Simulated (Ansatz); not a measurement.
ZnS: response to strain

The reference is ZnS in the zinc blende structure (space group F-43m, No. 216).

```yaml
crystal:
  lattice:
    - [0.00000, 2.69456, 2.69456]
    - [2.69456, 0.00000, 2.69456]
    - [2.69456, 2.69456, 0.00000]
  atoms:
    - { symbol: S, position: [0.75000, 0.75000, 0.75000] }
    - { symbol: Zn, position: [0.00000, 0.00000, 0.00000] }
```

Cartesian axes are those of the cell as printed.

Strains are applied to the cell and any free atomic positions relax; under biaxial strain the out-of-plane vector relaxes too; under stress the whole cell relaxes.

All numbers come from Kohn–Sham DFT with the r2SCAN functional, run in Ansatz (a program for electronic structure) with PAW and 500 eV plane waves, no spin-orbit coupling.

Notes on the quantities. pressure: mean of the normal stresses, compression positive.

```csv
variant,pressure,volume per atom,space group,band gap
base,0.00 GPa,19.56 Å³,F-43m (No. 216),2.70 eV
"biaxial strain −1.25 %, plane normal [001], relaxed out of plane",0.83 GPa,19.36 Å³,I-4m2 (No. 119),2.71 eV
isotropic strain +1.88 %,-3.89 GPa,20.69 Å³,F-43m (No. 216),2.45 eV
uniaxial strain ε_xx = −0.38 %,0.30 GPa,19.49 Å³,I-4m2 (No. 119),2.71 eV
uniaxial strain ε_yy = +0.56 %,-0.44 GPa,19.67 Å³,I-4m2 (No. 119),2.67 eV
"uniaxial stress, 1 GPa compression along z",–,19.48 Å³,I-4m2 (No. 119),2.67 eV
```

Beyond what the load breaks, stability against distortions was not tested.
